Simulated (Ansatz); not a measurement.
How far to go with the plane-wave cutoff: Te (C2, 3 atoms in the cell)

```
Te
1.0
    2.21885    -3.84316     0.00000
    2.21885     3.84316     0.00000
    0.00000     0.00000     5.90035
Te
3
Cartesian
  0.58356   1.01075   3.93357
  3.32058   0.00000   0.00000
  0.58356  -1.01075   1.96678
```

Method: LDA (PW92), default PAW files made with PBE (plane waves; Ansatz, a quantum-chemistry and plane-wave program).

Base settings: basis.ecutwfc = 420 eV; kpoints.mp_grid.grid = 6 6 3; hamiltonian.xc = lda; hamiltonian.pseudopotentials = {kind: paw} (the program's default PAW files); scf.occupations.method = fermi_dirac; scf.occupations.width = 0.02 eV.

The second cell is the first with its lattice scaled by 0.98.

The mesh stays at the base's, so the ladder's end is converged at best in this setting alone.

The first pressure column holds Ansatz's estimate of the finite-basis (Pulay) stress, which hides part of the cutoff error; the other is without it.

Only quantities that move along the ladder and can be compared are tabulated.

The count of work is k-points × plane waves × bands × iterations; it is no time. 

The starting cell has typed, rounded lattice constants, without a prior relaxation at this level. Its lattice was rescaled by up to half a per cent. One atom was moved a little off its site on purpose.

Steps (basis.ecutwfc): 145 eV; 170 eV; 190 eV; 210 eV; 230 eV; 250 eV; 295 eV; 335 eV; 380 eV; 420 eV; 460 eV; 505 eV; 565 eV; 630 eV; 735 eV; 840 eV; 1010 eV.

Task: What is the coarsest basis.ecutwfc that holds the free energy within 1 meV/atom of the last step, with all finer ones?

Result: 460 eV, at 0.36 of the last step's count of work; the step before is off by 1.8 meV/atom.

Task: What is the coarsest basis.ecutwfc that holds the pressure within 0.1 GPa of the last step, with all finer ones?

Result: 295 eV, at 0.16 of the last step's count of work; the step before is off by 0.28 GPa.

Task: What is the coarsest basis.ecutwfc that holds the forces within 0.02 eV/Å of the last step, with all finer ones?

Result: 295 eV, at 0.16 of the last step's count of work; the step before is off by 0.023 eV/Å.

| basis.ecutwfc | free energy less the last step's (meV/atom) | energy of the compressed cell less the first (meV/atom) | pressure (GPa) | pressure without the Pulay estimate (GPa) | largest difference of a force vector from the last step's (eV/Å) | count of work / last |
|---|---|---|---|---|---|---|
| 145 eV | 61965.65 | -120.21 | -19.27 | -1045.75 | 0.662 | 0.075 |
| 170 eV | 24514.17 | -135.76 | 1.40 | -513.29 | 0.381 | 0.081 |
| 190 eV | 11087.27 | -114.84 | -1.53 | -272.43 | 0.157 | 0.092 |
| 210 eV | 4777.56 | 43.82 | -0.86 | -136.93 | 0.353 | 0.094 |
| 230 eV | 2003.21 | 16.52 | -0.98 | -66.72 | 0.054 | 0.11 |
| 250 eV | 790.98 | 6.96 | -0.48 | -30.68 | 0.023 | 0.12 |
| 295 eV | 70.81 | 19.96 | -0.15 | -4.12 | 0.007 | 0.16 |
| 335 eV | 6.49 | 18.50 | -0.20 | -0.54 | 0.001 | 0.19 |
| 380 eV | 2.75 | 18.47 | -0.20 | -0.22 | 0.000 | 0.23 |
| 420 eV | 1.76 | 18.46 | -0.20 | -0.24 | 0.000 | 0.31 |
| 460 eV | 0.83 | 18.43 | -0.20 | -0.22 | 0.000 | 0.36 |
| 505 eV | 0.47 | 18.40 | -0.20 | -0.21 | 0.000 | 0.41 |
| 565 eV | 0.33 | 18.39 | -0.20 | -0.21 | 0.000 | 0.50 |
| 630 eV | 0.18 | 18.39 | -0.20 | -0.21 | 0.000 | 0.57 |
| 735 eV | 0.10 | 18.38 | -0.20 | -0.20 | 0.000 | 0.72 |
| 840 eV | 0.03 | 18.38 | -0.20 | -0.21 | 0.000 | 0.76 |
| 1010 eV | 0.00 | 18.38 | -0.20 | -0.20 | 0.000 | 1.0 |

The energy difference between the two cells stays within 1 meV/atom of the last step's from 335 eV on, the total only from 460 eV on: much of the error is common to both cells and cancels.

At the lowest cutoff the pressure without the Pulay estimate lies 1050 GPa under the last step's, the usual sign of Pulay stress in an incomplete plane-wave basis.

Keys are those of Ansatz 0.2.
